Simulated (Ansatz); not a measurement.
Ca₃P₂ (Pm-3m, No. 221, 5 atoms in the cell; start mp-1013547), treated with LDA in Ansatz (plane waves, PAW).

Settings: plane-wave cutoff 520 eV, 6×6×6 k mesh, Fermi–Dirac smearing 0.01 eV, scalar-relativistic PAW data made under PBE.

The cell is the one relaxed with PBEsol. Conventional cell: a = 5.2420 Å, b = 5.2420 Å, c = 5.2420 Å, α = 90.00°, β = 90.00°, γ = 90.00°.

```
CELL_PARAMETERS angstrom
      5.24195     0.00000     0.00000
      0.00000     5.24195     0.00000
      0.00000     0.00000     5.24195
ATOMIC_POSITIONS crystal
  Ca 0.00000 0.50000 0.50000
  Ca 0.50000 0.00000 0.50000
  Ca 0.50000 0.50000 0.00000
  P  0.00000 0.00000 0.00000
  P  0.50000 0.50000 0.50000
```

List the 20 lowest band energies at Γ above −25 eV (eV, relative to the valence band maximum), grouping those that round alike.

At Γ: -22.00 (×3), -21.88 (×3), -21.80 (×3), -10.02, -8.34, -1.64 (×3), 0.00 (×3), 0.29, 0.85 (×2).

Note: cell and atoms aren't relaxed at this level (pressure -1.5 GPa).

A start named mp-… is a Materials Project structure, which need not be a measured phase.

Ansatz is a program for electronic structure.
